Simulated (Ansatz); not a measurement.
Base system: ZnS in the wurtzite structure (space group P6_3mc, No. 186; a = 3.807 Å, c = 6.246 Å).

Perturbation: every lattice vector is shortened by 2.71 %, atoms relaxed at fixed cell.

Levels (all Ansatz, a program for electronic structure, PAW, earlier PAW set): r2SCAN (500 eV, spin-orbit coupling left out); HSE06 (420 eV, no spin-orbit coupling).

The geometry is relaxed with r2SCAN.

* **r2SCAN band gap**: 3.17 eV

Problem. Predict the band gap from HSE06.

Solution. The band gap grows by 0.67 eV, from 3.17 eV to 3.84 eV.

Single points use the geometry relaxed with r2SCAN. The cells carry an imposed strain or load. Whether these cells are dynamically stable was not tested.
